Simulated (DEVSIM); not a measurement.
System: Co/La2O3/p-Si capacitor, at 300 K.

Layer 1 from the left is La2O3, thickness (nm) 6.80. Layer 2 from the left is Si, thickness (nm) 1400, Na (cm⁻³) 1.8e17.

Metal gate on the left, work function 5 eV. Fixed charge at the semiconductor interface 0 cm⁻² (in units of +e); no interface traps.

This is a model device: material constants are rounded textbook-type values typed into the input, and sizes, dopings and lifetimes were drawn at random. Values at 300 K.

La2O3: gap (eV) 5.8, affinity (eV) 1.8, permittivity 27. Si: gap (eV) 1.124, affinity (eV) 4.05, permittivity 11.7, Nc (cm⁻³) 2.86e19, Nv (cm⁻³) 3.1e19.

Task: Estimate by hand the flat-band voltage, the threshold voltage, and compare with a numerical solution.

Result: 
- Flat-band voltage: C = 3.52 μF/cm², work-function difference -0.041 V; VFB = φms − qNf/C = -0.04 V; numerical -0.04 V.
- Threshold voltage: φF = 0.430 V, depletion charge √(4εqNφF) = 2.27e-7 C/cm²; VT = VFB + 2φF + Qd/C = 0.88 V; numerical 0.88 V.

DEVSIM, 1D Poisson equation in equilibrium, Boltzmann statistics, complete ionisation; no quantum confinement or tunnelling. Metal contacts follow the ideal Schottky-Mott rule: no Fermi-level pinning, no interface dipoles.
